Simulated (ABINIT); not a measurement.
ABINIT run on ZnFe₃C (Pm-3m, 5 atoms in the cell): self-consistent single point.

Method of the run: LDA (PW92), PAW (JTH v2.0 LDA PAW) (plane waves; ABINIT 10.0.3).

```
ZnFe3C
1.0
    3.77289     0.00000     0.00000
    0.00000     3.77289     0.00000
    0.00000     0.00000     3.77289
Zn Fe C
1 3 1
Direct
  0.00000   0.00000   0.00000
  0.50000   0.00000   0.50000
  0.00000   0.50000   0.50000
  0.50000   0.50000   0.00000
  0.50000   0.50000   0.50000
```
Moments meant for the start (each program seeds them in its own way; μB, in the order of the atoms Zn Fe Fe Fe C): 0.0 4.0 4.0 4.0 0.0.

Reference input (self-consistent single point, DFT, PBEsol, plane waves, PAW (JTH v2.0 PBE PAW, files made for PBE)): pseudos = [Zn.GGA_PBE-JTH.xml, Fe.GGA_PBE-JTH.xml, C.GGA_PBE-JTH.xml]; ecut = 30 Ha; pawecutdg = 60 Ha; ixc = -116133; nsppol = 2; occopt = 3; tsmear = 0.00499791 Ha; ngkpt = 7 7 7; nshiftk = 1; shiftk = 0 0 0; potentials = JTH v2.0 PBE PAW; nband = 48. This run's input differs from it in these lines:

```diff
@@ -1,4 +1,4 @@
-# ZnFe3C, JTH v2.0 PBE PAW
+# ZnFe3C, JTH v2.0 LDA PAW
 pp_dirpath "./"
-pseudos "Zn.GGA_PBE-JTH.xml, Fe.GGA_PBE-JTH.xml, C.GGA_PBE-JTH.xml"
+pseudos "Zn.LDA_PW-JTH.xml, Fe.LDA_PW-JTH.xml, C.LDA_PW-JTH.xml"
 acell 3*1.0 Angstrom
@@ -22,3 +22,2 @@
 pawovlp -1
-ixc -116133
 nsppol 2
```

Its files differ too (potentials: JTH v2.0 PBE PAW → JTH v2.0 LDA PAW).

The program printed (abridged):

```
--- !BeginCycle
solver: {iscf: 17, nstep: 80, nline: 4, wfoptalg: 10, }
tolerances: {toldfe: 1.00E-09, }
...

     iter   Etot(hartree)     deltaE(h) residm    nres2    magn
 ETOT  1  -441.69321286704    -4.42E+02 5.47E+00 1.90E+03 2.947
 ETOT  2  -457.33381400497    -1.56E+01 3.24E+00 8.23E+03 0.304
 ETOT  3  -444.33468271308     1.30E+01 3.78E+01 5.86E+02 3.697
 ETOT  4  -444.10807848913     2.27E-01 1.26E+00 4.96E+01 4.010
 ETOT  5  -443.96878429719     1.39E-01 6.14E-01 2.66E+01 4.161
   [... 11 lines left out ...]
 ETOT 17  -443.98375706553    -4.61E-09 8.60E-04 4.58E-07 3.942
 ETOT 18  -443.98375707084    -5.31E-09 1.34E-03 1.49E-07 3.942
 ETOT 19  -443.98375707109    -2.56E-10 9.72E-04 1.97E-08 3.942
 ETOT 20  -443.98375707117    -7.73E-11 1.45E-03 1.89E-08 3.942
 At SCF step   20, etot is converged :
  for the second time, diff in etot=  7.731E-11 < toldfe=  1.000E-09

 Cartesian components of stress tensor (hartree/bohr^3)
  sigma(1 1)=  5.62816260E-04  sigma(3 2)=  0.00000000E+00
  sigma(2 2)=  5.62816260E-04  sigma(3 1)=  0.00000000E+00
  sigma(3 3)=  5.62816260E-04  sigma(2 1)=  0.00000000E+00

 Integrated electronic and magnetization densities in atomic spheres:
 Radius=ratsph(iatom), smearing ratsm=  0.0000. Diff(up-dn)=approximate z local magnetic moment.
 Atom    Radius    up_density   dn_density  Total(up+dn)  Diff(up-dn)
    1   2.30770     5.402964     5.451407     10.854371    -0.048442
    2   2.11532     7.957325     6.577430     14.534755     1.379894
    3   2.11532     7.957325     6.577430     14.534755     1.379894
   [... lines left out ...]
 Total magnetization (from the atomic spheres):             3.993214
 Total magnetization (exact up - dn):                       3.941991
 Fermi (or HOMO) energy (hartree) =   0.35328   Average Vxc (hartree)=  -0.46037
   [... lines left out ...]
'-kT*entropy'       : -1.02578094283409E-02
total_energy        : -4.43983769567992E+02
total_energy_eV     : -1.20814127813244E+04
...

-Cartesian components of stress tensor (GPa)         [Pressure= -1.6559E+01 GPa]
- sigma(1 1)=  1.65586233E+01  sigma(3 2)=  0.00000000E+00
- sigma(2 2)=  1.65586233E+01  sigma(3 1)=  0.00000000E+00
- sigma(3 3)=  1.65586233E+01  sigma(2 1)=  0.00000000E+00

 Calculation completed.
```

The run converged in 20 iterations. 

The starting cell comes from a database of computed structures (which also holds hypothetical and non-ambient phases and stackings), without a prior relaxation at this level. The magnetic order is the one reached from the typed start; others were not searched systematically. With a pressure of about -17 GPa the cell is away from its equilibrium volume at this level.

These are the values that this program gave, and no reference: the one-centre exchange-correlation terms come from a truncated expansion.

Cost on one core of a shared machine: roughly 3 min.
